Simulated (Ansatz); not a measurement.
# Ca under a change: H interstitial (started 2.78 Å from the nearest host atom)

Consider a 12-atom supercell of Ca in the fcc (Cu type) structure (space group Fm-3m, No. 225; a = 5.569 Å) at its relaxed geometry.

It is then changed as follows: one H atom is added in an open site, starting 2.78 Å from the nearest host atom, atoms relaxed at fixed cell, starting from a slightly rattled geometry.

Level of theory: r2SCAN (Ansatz, an electronic-structure program), spin-orbit coupling left out, earlier PAW set. Γ-centred 5×4×5 mesh, Fermi–Dirac width 0.05 eV.

| quantity | base | changed | shift |
|---|---|---|---|
| pressure | 0.0 GPa | -0.5 GPa | -0.5 GPa |
| largest displacement of a host atom from its site in the perfect cell | – | 0.06 Å | – |
| final site of the added atom | – | 6 Ca at 2.71–2.74 Å (octahedral) | – |

In so small a cell the defect repeats every few ångströms: this is an ordered compound, not a dilute defect. The final runs are not spin-polarised. The defect cell is not spin-polarised.
